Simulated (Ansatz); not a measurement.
Start from SiC in the wurtzite structure (space group P6_3mc, No. 186; a = 3.0759 Å, c = 5.0477 Å).

Now apply this change: an isotropic linear strain of +1.12 %, atoms relaxed at fixed cell.

Levels (all Ansatz, a quantum-chemistry and plane-wave program, PAW): PBEsol (420 eV, without spin-orbit coupling); r2SCAN (500 eV, spin-orbit coupling left out); HSE06 (420 eV, spin-orbit coupling left out).

One geometry, relaxed with PBEsol, under each level:

| level | band gap | lowest conduction level above the VBM at special points | electron mass | pressure |
|---|---|---|---|---|
| PBEsol | 2.18 eV | K 2.18 eV; M 2.60 eV; L 3.10 eV; Γ 4.46 eV | 0.26 mₑ along c, 0.44 mₑ across (at K) | -6.96 GPa |
| r2SCAN | 2.70 eV | K 2.70 eV; M 3.15 eV; L 3.63 eV; Γ 5.06 eV | 0.26 mₑ along c, 0.44 mₑ across (at K) | -7.19 GPa |
| HSE06 | [?] | [?] | – | – |

### Question
Give the withheld HSE06 results.

### Answer

- HSE06, band gap: 3.21 eV
- HSE06, lowest conduction level above the VBM at special points: K 3.21 eV; M 3.67 eV; L 4.19 eV; Γ 5.66 eV

Single points use the geometry relaxed with PBEsol. Their cutoffs differ, which shifts pressures a little. The hybrid gap comes from the SCF mesh plus the semilocal run's edge points and a few special points and is an upper bound. Effective masses come from finite differences of ±0.01 Å⁻¹. Whether these cells are dynamically stable was not tested.
